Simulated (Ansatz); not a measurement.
Take BP in the zinc blende structure (space group F-43m, No. 216) as the base.

BP is taken in the cubic space group F-43m (No. 216), the zinc blende structure, Pearson symbol cF8. Conventional cell: a = b = c = 4.548 Å, α = β = γ = 90.00°. P on 4c has 4 B at 1.969 Å (tetrahedral). B on 4a sees 4 P at 1.969 Å (tetrahedral). (Neighbours: up to the widest gap in distance over summed covalent radii, below 1.35, at either atom.)
(The calculation used a cell of 2 atoms; values per cell refer to that cell.)

Level of theory: PBE (Ansatz, a program for electronic structure), no SOC, earlier PAW set.

Base values:

| Quantity | Value |
|---|---|
| Gap between the host's bands | 1.25 eV |

One thing is altered: 0.118 holes added to each cell, a density of 5.0×10^21 cm⁻³, with a uniform compensating background at fixed cell and a 300 K Fermi–Dirac width.

Q: What happens to the gap between the host's bands and Fermi level from band edge?

A: The gap between the host's bands goes up by 0.08 eV, from 1.25 eV to 1.33 eV; the Fermi level relative to the doped band's edge (positive inside the band; to 0.05 eV) comes out as +0.75 eV.

Charged cell with a jellium background: band edges are those of the host's band count, energies are not comparable with the neutral cell, and many-body gap narrowing is missing. Stability against distortions was not tested.
